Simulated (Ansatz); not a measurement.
# CsCl-type PdIn

All values below come from PBE-D3(BJ) (Ansatz, a first-principles code, PAW).

Run with plane-wave cutoff 520 eV, 20×20×20 k mesh, Fermi–Dirac smearing 0.098 eV (set by the program), scalar-relativistic PAW data made under PBE.

Cell (relaxed at this level):

```xyz
2
Lattice="3.2592 0.0000 0.0000 0.0000 3.2592 0.0000 0.0000 0.0000 3.2592" Properties=species:S:1:pos:R:3 pbc="T T T"
In     1.6296     1.6296     1.6296
Pd     0.0000     0.0000     0.0000
```

For CsCl-type PdIn, the elastic constant C11 comes out as 150 GPa and the elastic constant C12 is 119 GPa. The elastic constant C44 comes out as 57.8 GPa and the voigt–Reuss–Hill bulk modulus is 129 GPa. The voigt–Reuss–Hill shear modulus (Hill average) is 34.0 GPa. The Young modulus is 93.8 GPa and the Poisson ratio comes out as 0.379.

Note: the dispersion coefficients are held fixed in the derivatives.

Elastic constants are with the ions relaxed.

Spin–orbit coupling is not included.

Computed values are for the static lattice.
